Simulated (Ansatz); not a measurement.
Start from SiC in the zinc blende structure (space group F-43m, No. 216; a = 4.3563 Å). Axes: x, y, z lie along the cube axes.

Perturbation: the cell is stretched by 1.05 % along x with no lateral relaxation; the atoms relax in the strained cell.

Level of theory: Ansatz (a quantum-chemistry and plane-wave program) r2SCAN, spin-orbit coupling left out.

Problem. Give the band edges at the high-symmetry points of the new zone, measured from its valence-band maximum.

Solution. 
```tsv
point	valence edge (eV)	conduction edge (eV)
Γ	0.00	6.66
X	-3.37	1.66
P	-4.80	5.58
N	-1.06	5.85
M	-3.26	1.76
S	-2.62	3.63
S₀	-2.62	3.63
R	-4.80	5.71
G	-4.80	5.71
```

The gap is 1.66 eV, indirect, Γ → X.

Gaps are read on the SCF mesh and a high-symmetry path. Whether these cells are dynamically stable was not tested. k-point labels follow each cell's own Brillouin zone.
